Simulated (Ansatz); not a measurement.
Amorphous Si24O51Lu2, 77 atoms at 2.64 g/cm³, one PBE-relaxed geometry, zone centre. Methods: PBE, scalar-relativistic without spin-orbit coupling (Ansatz, an electronic-structure program); r2SCAN, scalar-relativistic without spin-orbit coupling (Ansatz); HSE06, scalar-relativistic without spin-orbit coupling (Ansatz). Plane waves to 420 eV (r2SCAN 500 eV); exact exchange is cut at the cell's faces. At PBE the levels at the filled edge of the gap are localised (band-tail or defect states), and the nearest spread-out levels lie 5.2 eV apart at the zone centre. All rungs ran without spin polarisation.

It comes from a melt-quench run on a machine-learned potential (CHGNet), relaxed afterwards by DFT. O atoms were pushed apart under 1.9 Å during the dynamics, to hinder bonds among them. The hot cell started wider than the set density and was brought back towards it in steps. It is the lowest in DFT energy of 2 quenches. It is a model cell: composition and starting density were chosen by hand, and all elements were melted together. No dispersion term was used. Its density started from a set value of 2.64 and ended at 2.64 g/cm³. Cooling (nominally 320 K/ps over its main leg) ran many orders faster than in experiment, which tends to leave more defects and strain. Values belong to this one cell and scatter from quench to quench. The volume was held where the preparation left it and the shape relaxed, at a PBE pressure of 0.9 GPa. Stress components on the final sampling reach 0.9 GPa.

The relaxation ran on the zone centre alone. At PBE the level gap is 4.09 eV on a 2×2×2 Γ-centred mesh, and the spacing at the zone centre alone 4.09 eV.

Task: What zone-centre spacing does r2SCAN give, roughly?

Result: 4.69 eV (+0.60 eV against PBE).

Task: What zone-centre spacing does HSE06 give, roughly?

Result: 5.82 eV (+1.73 eV against PBE).

The highest filled and the lowest empty state spread over these numbers of atoms (participation numbers): PBE: 3.6 and 53.5; r2SCAN: 3.7 and 49.8; HSE06: 3.4 and 51.7.
